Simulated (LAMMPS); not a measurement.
System: a melt made from C (diamond structure), 512 atoms, at 5200 K and 0 GPa, brought to that temperature within a few picoseconds.

Model: classical MD, pair style meam, file SiC.meam, run in LAMMPS.

```
t (ps)    Green-Kubo integral (mPa s)
--------  ---------------------------
0.001000                        0.585
0.002000                        0.899
0.003000                         1.14
0.004000                         1.31
0.005000                         1.43
0.007000                         1.54
0.008000                         1.55
0.01100                          1.51
0.01300                          1.48
0.01700                          1.46
0.02100                          1.52
0.02600                          1.63
0.03300                          1.75
0.04100                          1.80
0.05200                          1.86
0.06400                          1.88
0.08000                          1.89
0.1000                           1.93
0.1250                           1.93
0.1560                           1.95
0.1940                           1.95
0.2420                           1.94
0.3020                           1.99
0.3760                           2.12
0.4680                           2.10
0.5830                           1.96
0.7270                           1.74
0.9050                           1.65
1.128                            1.67
1.405                            1.58
1.750                            1.55
2.180                            1.43
2.715                            1.37
3.383                            1.72
4.213                            1.62
5.249                            1.76
```

State found: liquid.

Q: Read off the shear viscosity (Green-Kubo).

A: The viscosity is the plateau of the integral. shear viscosity (Green-Kubo): 1.93 ± 0.06 mPa s.

Caution: the potential MEAM SiC.meam is made for SiC, not for the elements. Caution: at ambient pressure real C sublimes or decomposes before or as it melts, so this liquid is the model's. Caution: a run this short can hold a crystal over, or a liquid under, the potential's own melting point, which these runs don't give.
